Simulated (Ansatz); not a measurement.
**Effect of Al vacancy, symmetric start on TiAl**

Start from a 30-atom supercell of TiAl (space group P4/mmm, No. 123; a = 2.7973 Å, c = 4.0323 Å) at its relaxed geometry.

Modification: one Al atom is removed, atoms relaxed at fixed cell.

The values are results of PBEsol in Ansatz (plane waves to 420 eV, PAW, scalar-relativistic without spin-orbit coupling), not measurements. Settings: 5×4×4 k-points, 0.05 eV Fermi–Dirac smearing.

| quantity | base | changed | shift |
|---|---|---|---|
| pressure | 0.0 GPa | -1.1 GPa | -1.1 GPa |
| energy gained by relaxation | – | 0.02 eV | – |
| largest displacement of a host atom from its site in the perfect cell | – | 0.03 Å | – |

The cell is small, so the values are those of an ordered compound at a high defect concentration; dilute-limit values will differ. The defect started on the symmetric site and kept its symmetry, so it may sit on a saddle. The final runs are not spin-polarised. The defect cell is not spin-polarised.

Ansatz is a program for electronic structure.
